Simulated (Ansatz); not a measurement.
**A computed series for CaO: carrier doping**

Base system: CaO in the rock salt structure (space group Fm-3m, No. 225).

```
CELL_PARAMETERS angstrom
      0.00000     2.41539     2.41539
      2.41539     0.00000     2.41539
      2.41539     2.41539     0.00000
ATOMIC_POSITIONS crystal
  Ca 0.00000 0.00000 0.00000
  O  0.50000 0.50000 0.50000
```

Carriers are added at fixed cell with a uniform background; the Fermi–Dirac width is that of 300 K.

Calculations: PBE (Ansatz, an electronic-structure program; PAW; 420 eV plane waves; without spin-orbit coupling).

Notes on the quantities. Fermi level from band edge: Fermi level relative to the doped band's edge (positive inside the band; to 0.05 eV).

| electron density (10^21 cm⁻³) | Fermi level from band edge (eV) |
|---|---|
| 0.5 | 0.15 |
| 1.5 | ? |
| 3 | 0.55 |
| 10 | 1.10 |

**Question.** Fit E_F = C n^s, fitted as a line in log–log form (a parabolic band gives s = 2/3) to the rows shown and predict the withheld row.

**Answer.** Least squares on the printed values gives C = 0.25 eV, s = 0.67 (largest residual 0.05 eV); this predicts 0.32 eV, and the run gives 0.35 eV, in agreement.

Charged cell with a jellium background: band edges are those of the host's band count, energies are not comparable with the neutral cell, and many-body gap narrowing is missing. Whether these cells are dynamically stable was not tested.
